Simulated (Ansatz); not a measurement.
# Y2Ti2O7 (Fd-3m, No. 227, 22 atoms in the cell; start mp-5373)

These are PBEsol+SOC (PAW; Ansatz, a quantum-chemistry and plane-wave program) values and carry that method's errors.

Settings: plane-wave cutoff 520 eV, 6×6×6 k mesh, Fermi–Dirac smearing 0.01 eV, PAW data made under PBE.

Cell (relaxed with PBEsol):

```
CELL_PARAMETERS angstrom
      0.00000     5.02357     5.02357
      5.02357     0.00000     5.02357
      5.02357     5.02357     0.00000
ATOMIC_POSITIONS crystal
  Y  0.12500 0.12500 0.62500
  Y  0.12500 0.62500 0.12500
  Y  0.12500 0.12500 0.12500
  Y  0.62500 0.12500 0.12500
  Ti 0.62500 0.62500 0.12500
  Ti 0.62500 0.12500 0.62500
  Ti 0.62500 0.62500 0.62500
  Ti 0.12500 0.62500 0.62500
  O  0.25000 0.25000 0.25000
  O  0.00000 0.00000 0.00000
  O  0.54461 0.95539 0.54461
  O  0.29461 0.70539 0.70539
  O  0.95539 0.54461 0.95539
  O  0.70539 0.29461 0.29461
  O  0.54461 0.54461 0.95539
  O  0.70539 0.29461 0.70539
  O  0.95539 0.95539 0.54461
  O  0.29461 0.70539 0.29461
  O  0.95539 0.54461 0.54461
  O  0.70539 0.70539 0.29461
  O  0.54461 0.95539 0.95539
  O  0.29461 0.29461 0.70539
```

```json
{
  "band_gap": "2.85 eV (direct)"
}
```

Static lattice: no zero-point or thermal effects.

It cost about 16 core-minutes (a rough figure) of CPU time.

A start named mp-… is a Materials Project structure, which need not be a measured phase.
